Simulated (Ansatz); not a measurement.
The parent structure is InAs in the zinc blende structure (space group F-43m, No. 216; a = 6.108 Å).

Level of theory: r2SCAN (Ansatz, a program for electronic structure), no spin-orbit coupling, earlier PAW set.

Base values:

- Band gap: 0.08 eV
- Pressure: 0.0 GPa

Perturbation: the cell is scaled by 1.0447 in all directions; the atoms relax in the strained cell.

Problem. Predict the new band gap.

Solution. The band gap changes from 0.08 eV to zero.

Problem. What happens to the pressure?

Solution. The pressure goes from zero to -5.5 GPa.

The mesh was chosen for an insulator and is coarse for the gapless case. Stability against distortions was not tested. All final runs are without spin polarisation. The zero or small gap of InAs can change with the level of theory.
